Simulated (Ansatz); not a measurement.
# SiS2 (I-42d): band-edge transport data

Given:

```
CELL_PARAMETERS angstrom
     -2.75061     2.75061     4.30269
      2.75061    -2.75061     4.30269
      2.75061     2.75061    -4.30269
ATOMIC_POSITIONS crystal
  Si 0.75000 0.25000 0.50000
  Si 0.00000 0.00000 0.00000
  S  0.10024 0.12500 0.47524
  S  0.87500 0.35024 0.97524
  S  0.64976 0.62500 0.52476
  S  0.37500 0.89976 0.02476
```

Computed with PBEsol, rigid bands (plane waves, PAW, scalar-relativistic; Ansatz, a quantum-chemistry and plane-wave program). How the cell was made: cell and atoms relaxed with PBEsol.

- band gap = 2.90 eV
- electron conductivity mass (300 K, dilute) = 0.63 (x), 0.63 (y), 0.38 (z) mₑ
- hole conductivity mass (300 K, dilute) = 1.25 (x), 1.25 (y), 1.28 (z) mₑ
- effective density of states N_c (300 K) = 9.7e18 cm⁻³
- effective density of states N_v (300 K) = 1.3e20 cm⁻³
- density-of-states mass, electrons = 0.53 mₑ
- density-of-states mass, holes = 3.0 mₑ
- Seebeck coefficient, n-type 1e19 cm⁻³, 300 K = -219 μV/K
- Seebeck coefficient, p-type 1e19 cm⁻³, 300 K = 439 μV/K

Rigid bands; masses and Seebeck coefficients take one relaxation time τ for all states and one kind of carrier; polarons and phonon drag are left out. Spin-orbit coupling is left out; where it splits the top of the valence band, N_v and the p-type Seebeck coefficient come out somewhat high without it.

Formula and space group known from diffraction (Crystallography Open Database), not checked to be the room-temperature form: SiS2 (I-42d).
